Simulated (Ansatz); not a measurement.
## Point-defect migration in beta Ga2O3

Some mobile defects of beta Ga2O3. Method: PBE, PAW (plane waves to 420 eV; Ansatz, an electronic-structure program).

Each figure is the lowest single hop between equivalent sites among the routes that converged and passed our checks, counted from the lowest site run. It need not be the barrier to long-range diffusion, and untried routes may lie lower. Climbing-image NEB, static nuclei, fixed cells, no finite-size correction; on the finer meshes named, energies are single points at the band's geometries. Saddle orders were checked for a part of the study's bands only and are not shown. Charge states are imposed.

```csv
Defect,Route,Hop (Å),Direction in the unit cell,Neighbours at the saddle,Cell,Barrier (eV)
"interstitial Zn, charge +2",Zn moves farthest,1.77,"(0.01, 0.50, -0.14)",2 O at 1.80 Å,"120 sites, 2×2×2 shifted",0.29
"interstitial Na, charge +1",Na moves farthest,1.78,"(-0.05, -0.50, -0.13)","2 Ga at 2.53; 2 O at 2.00, 2 O at 2.49, O at 2.60 Å","160 sites, 2×2×2 shifted",0.29
"interstitial Li, charge +1",Li moves farthest,1.66,"(-0.03, 0.50, 0.07)","O at 1.73, O at 1.76 Å","160 sites, 2×2×2 shifted",0.31
"interstitial Ca, charge +2",Ca moves farthest,1.69,"(0.04, 0.50, 0.10)","2 Ga at 2.68; 2 O at 2.09, 2 O at 2.42, 2 O at 2.52 Å","120 sites, 2×2×2 shifted",0.34
"interstitial O, charge 0",O moves farthest,2.01,"(-0.06, -0.60, -0.04)","Ga at 1.84; O at 1.88, O at 1.89 Å","160 sites, 2×2×2 shifted",0.95
```
